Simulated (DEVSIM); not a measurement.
System: abrupt Ge p-n junction, at 250 K.

Layer 1 from the left is Ge, thickness (μm) 0.750, Na (cm⁻³) 2.2e17, τn (s) 2.4e-6, τp (s) 2.4e-6. Layer 2 from the left is Ge, thickness (μm) 50.0, Nd (cm⁻³) 1.4e14, τn (s) 2.4e-6, τp (s) 2.4e-6.

Left contact: ohmic. Right contact: ohmic. Voltage is applied to the left contact. Recombination: SRH at mid-gap. Mobility is μmin + (μ − μmin)/(1 + (N/Nref)^α).

The device is made up for the run: typed textbook-type constants, with dimensions and the other settings drawn at random. Values at 300 K; Nc and Nv go as T^1.5, mobilities as T to minus their exponent, the gap by Varshni's rule with the affinity fixed.

Ge: gap (eV) 0.664, affinity (eV) 4, permittivity 16, Nc (cm⁻³) 1.04e19, Nv (cm⁻³) 6e18, μn (cm²/Vs) 3900, μp (cm²/Vs) 1900, μn,min 150, μp,min 100, Nref,n 2.6e17, Nref,p 4e17, αn 0.56, αp 0.6, T exponent of μn 1.66, T exponent of μp 2.33, Varshni α (eV/K) 0.000477, Varshni β (K) 235.

DEVSIM, 1D drift-diffusion, Boltzmann statistics, complete ionisation; no tunnelling, impact ionisation, image-force lowering or self-heating.

Dark forward current:

```csv
|V| (V),|J| (A/cm²)
0.05,9.490e-5
0.10,0.001035
0.15,0.01030
0.20,0.09172
0.25,0.5916
0.30,2.672
0.35,9.145
0.40,24.00
0.45,49.94
0.50,87.46
0.55,135.5
0.60,192.0
0.65,254.3
0.70,319.3
0.75,384.6
0.80,448.2
0.85,509.2
0.90,567.2
0.95,622.3
1.00,674.7
1.05,724.5
1.10,772.1
1.15,817.7
```

Work out the local ideality factor n = ΔV / (kT/q · ln(J2/J1)) between the rows 0.10 and 0.15 V, 1.10 and 1.15 V.

kT/q = 21.54 mV. From 0.10 to 0.15 V: ln(0.01030/0.001035) = 2.298, n = 1.01, near the 1 of diffusion or emission over a barrier. From 1.10 to 1.15 V: ln(817.7/772.1) = 0.057, n = 40.45.

Estimate the current at 0.10 V from the Shockley equation with J0 = Σ q ni² D/(N L) coth(W/L), τ joining the SRH, radiative and Auger lifetimes that are on, and W taken as the whole layer.

ni² = 6.19e23 cm⁻⁶; electrons in the p layer: μ = 2860 cm²/Vs, D = 61.6 cm²/s, τ = 2.40e-6 s, L = 122 μm, W/L = 0.0062, term 3.70e-7 A/cm²; holes in the n layer: μ = 2880 cm²/Vs, D = 62.1 cm²/s, τ = 2.40e-6 s, L = 122 μm, W/L = 0.41, term 9.28e-6 A/cm². J0 = 9.65e-6 A/cm², and J = J0 exp(qV/kT) = 0.00100 A/cm². The simulation gives 0.00103 A/cm²; the estimate lies 3.2 % below. The estimate leaves out recombination in the depletion region and that region's share of W.
